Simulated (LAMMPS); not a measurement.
System: NiAl (CsCl type), 1024 atoms, at 1140 K and 0 GPa, heated as the crystal.

Level of theory: classical MD, pair style meam, file MoCoNiVFeAlCr_2nn.meam (LAMMPS).

| frequency (THz) | spectral density (1/THz), total | spectral density (1/THz), Al | spectral density (1/THz), Ni |
|---|---|---|---|
| 0.09850 | 0.0002 | 0.0000 | 0.0001 |
| 0.4930 | 0.0015 | 0.0004 | 0.0011 |
| 0.8875 | 0.0068 | 0.0018 | 0.0049 |
| 1.282 | 0.0059 | 0.0015 | 0.0044 |
| 1.676 | 0.0159 | 0.0040 | 0.0119 |
| 2.071 | 0.0387 | 0.0095 | 0.0292 |
| 2.466 | 0.0501 | 0.0114 | 0.0387 |
| 2.860 | 0.0601 | 0.0115 | 0.0485 |
| 3.255 | 0.1064 | 0.0188 | 0.0875 |
| 3.648 | 0.1623 | 0.0270 | 0.1353 |
| 4.043 | 0.1633 | 0.0229 | 0.1404 |
| 4.438 | 0.1665 | 0.0176 | 0.1489 |
| 4.832 | 0.1950 | 0.0138 | 0.1812 |
| 5.226 | 0.1716 | 0.0099 | 0.1618 |
| 5.620 | 0.0795 | 0.0083 | 0.0712 |
| 6.015 | 0.0371 | 0.0091 | 0.0280 |
| 6.409 | 0.0276 | 0.0109 | 0.0166 |
| 6.804 | 0.0253 | 0.0136 | 0.0117 |
| 7.198 | 0.0286 | 0.0189 | 0.0097 |
| 7.593 | 0.0367 | 0.0282 | 0.0085 |
| 7.988 | 0.0522 | 0.0433 | 0.0088 |
| 8.382 | 0.0768 | 0.0653 | 0.0114 |
| 8.777 | 0.0986 | 0.0843 | 0.0143 |
| 9.171 | 0.1077 | 0.0913 | 0.0164 |
| 9.566 | 0.1152 | 0.0968 | 0.0184 |
| 9.960 | 0.1152 | 0.0974 | 0.0178 |
| 10.35 | 0.1084 | 0.0939 | 0.0145 |
| 10.75 | 0.1069 | 0.0939 | 0.0130 |
| 11.14 | 0.0932 | 0.0819 | 0.0113 |
| 11.54 | 0.0659 | 0.0583 | 0.0076 |
| 11.93 | 0.0421 | 0.0371 | 0.0050 |
| 12.33 | 0.0310 | 0.0273 | 0.0037 |
| 12.72 | 0.0240 | 0.0210 | 0.0031 |
| 13.12 | 0.0199 | 0.0172 | 0.0027 |
| 13.51 | 0.0173 | 0.0149 | 0.0024 |
| 13.90 | 0.0145 | 0.0124 | 0.0021 |
| 14.30 | 0.0118 | 0.0100 | 0.0018 |
| 14.69 | 0.0100 | 0.0085 | 0.0015 |
| 15.09 | 0.0084 | 0.0071 | 0.0013 |
| 15.48 | 0.0066 | 0.0056 | 0.0011 |
| 15.88 | 0.0055 | 0.0046 | 0.0009 |
| 16.27 | 0.0043 | 0.0036 | 0.0007 |
| 16.67 | 0.0033 | 0.0027 | 0.0006 |
| 17.06 | 0.0026 | 0.0021 | 0.0005 |
| 17.45 | 0.0021 | 0.0017 | 0.0004 |
| 17.85 | 0.0018 | 0.0014 | 0.0004 |
| 18.24 | 0.0016 | 0.0012 | 0.0004 |
| 18.64 | 0.0013 | 0.0010 | 0.0003 |
| 19.03 | 0.0012 | 0.0009 | 0.0003 |
| 19.43 | 0.0010 | 0.0008 | 0.0003 |

The data show:
- state found: crystal; no diffusion seen in 30 ps
- mean frequency of the velocity spectrum: 7.2 THz
